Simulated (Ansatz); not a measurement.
The reference is PtTe$_{2}$ (space group P-3m1, No. 164; a = 4.052 Å, c = 5.096 Å; layered).

Calculations: DFT with PBE-D3(BJ), PAW potentials and a 420 eV plane-wave cutoff in Ansatz (a quantum-chemistry and plane-wave program), no spin-orbit coupling.

```
level       lattice parameter a  lattice parameter c
----------  -------------------  -------------------
PBE-D3(BJ)              4.052 Å              5.096 Å
```

Measured: lattice parameter a 4.0259 Å (temperature not stated; as listed in Pelayo et al., arXiv (2023)); lattice parameter c 5.2209 Å (temperature not stated; as listed in Pelayo et al., arXiv (2023)).

Computed minus measured — lattice parameter a: PBE-D3(BJ) +0.7 %; lattice parameter c: PBE-D3(BJ) -2.4 %. Measured values not marked as corrected hold thermal and zero-point effects that the static-lattice runs lack.

Whether these cells are dynamically stable was not tested. All final runs are without spin polarisation.
